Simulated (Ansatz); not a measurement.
The starting structures come from a database of crystals and need not be the phases stable at ambient conditions.

 Where the default PAW files enter, the runs use the earlier of Ansatz's two default sets.

Consider the following.

```xyz
7
Lattice="3.9535 0.0000 0.0000 0.0000 3.9535 0.0000 1.9768 -1.9768 6.5602" Properties=species:S:1:pos:R:3 pbc="T T T"
K      1.9768     1.9768     1.9373
K      3.9535     0.0000     4.6228
Mg     0.0000     0.0000     0.0000
F      1.9768     0.0000     0.0000
F      0.0000     1.9768     0.0000
F      1.9768     1.9768     4.5597
F      3.9535     0.0000     2.0005
```

Space group of this cell: I4/mmm. The cell is taken as given.

Transport runs along the normal of the first two printed cell vectors, the (001) plane of the conventional cell.

No gap correction and no spin-orbit coupling; mid-gap values are interpolated between computed energies.

Q: Estimate the band gap and the smallest decay constant κ at mid-gap that r2SCAN run with Ansatz (a quantum-chemistry and plane-wave program) returns for this system.

A: Gap 7.53 eV on a 8×8×8 mesh; κ = 0.564 1/Å, at the zone centre.
